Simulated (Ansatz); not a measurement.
The starting structures come from a database of crystals and need not be the phases stable at ambient conditions.

 Where the default PAW files enter, the runs use the earlier of Ansatz's two default sets.

The decay constant κ of evanescent states in the gap governs leakage through a thin film.

Given:

```xyz
14
Lattice="5.1853 0.0389 -0.0141 -0.2471 6.1872 0.0304 2.3892 1.1714 6.4209" Properties=species:S:1:pos:R:3 pbc="T T T"
Te     2.5089     0.8659     1.3550
Te     4.8184     6.5316     5.0822
Te     2.3542     3.8306     4.8770
Te     4.9732     3.5669     1.5602
O      0.6705     2.2087     0.4451
O      6.6568     5.1888     5.9921
O      3.3173     2.6757     1.8923
O      4.0101     4.7218     4.5449
O      1.7717     5.1504     0.4418
O      5.5557     2.2471     5.9953
F      3.3547     1.1897     4.5329
F      3.9726     6.2078     1.9043
F      5.7732     2.3973     3.0373
F      1.5541     5.0002     3.3998
```

Space group of this cell: P-1. The cell was relaxed by PBE-D3(BJ); by r2SCAN its mean pressure is -3.2 GPa.

Transport runs along the normal of the first two printed cell vectors.

No gap correction and no spin-orbit coupling; mid-gap values are interpolated between computed energies.

Problem. Give the band gap and the smallest decay constant κ at mid-gap that Ansatz (a quantum-chemistry and plane-wave program) with r2SCAN yields.

Solution. Gap 3.74 eV on a 6×6×6 mesh; κ = 0.392 1/Å, at (-0.333, 0.333) of the in-plane reciprocal vectors. At the zone centre, at the nearest computed energy, the slowest state has κ = 0.41 1/Å.
